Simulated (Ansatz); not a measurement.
## AlBiO₃ (Pm-3m, No. 221, 5 atoms in the cell; start mp-23080; idealised structure)

Computed with dielectric-dependent PBEsol hybrid (Ansatz, an electronic-structure program, plane waves, PAW).

Run with plane-wave cutoff 460 eV, 6×6×6 k mesh, Fermi–Dirac smearing 0.01 eV, scalar-relativistic PAW data made under PBE.

Cell (relaxed with PBEsol):

```cif
data_AlBiO3
_chemical_formula_sum 'Al1 Bi1 O3'
_space_group_name_H-M_alt 'Pm-3m'
_space_group_IT_number 221
_space_group_name_Hall '-P 4 2 3'
_cell_length_a 3.75351
_cell_length_b 3.75351
_cell_length_c 3.75351
_cell_angle_alpha 90.000
_cell_angle_beta 90.000
_cell_angle_gamma 90.000
loop_
_atom_site_label
_atom_site_type_symbol
_atom_site_symmetry_multiplicity
_atom_site_Wyckoff_symbol
_atom_site_fract_x
_atom_site_fract_y
_atom_site_fract_z
_atom_site_occupancy
Al1 Al 1 b 0.50000 0.50000 0.50000 1
Bi1 Bi 1 a 0.00000 0.00000 0.00000 1
O1 O 3 c 0.00000 0.50000 0.50000 1
```

- band gap: 2.43 eV (on the SCF k mesh)
- smallest direct gap on the k points sampled: 2.68 eV
- Γ–Γ gap: 9.24 eV

Note: cell and atoms aren't relaxed at this level (pressure -3.0 GPa).

Spin–orbit coupling is not included; with these elements it can move the gap by several tenths of an eV or more.

Static lattice: no zero-point or thermal effects.

It cost roughly 3 core-minutes of CPU time.

A start named mp-… is a Materials Project structure, which need not be a measured phase.
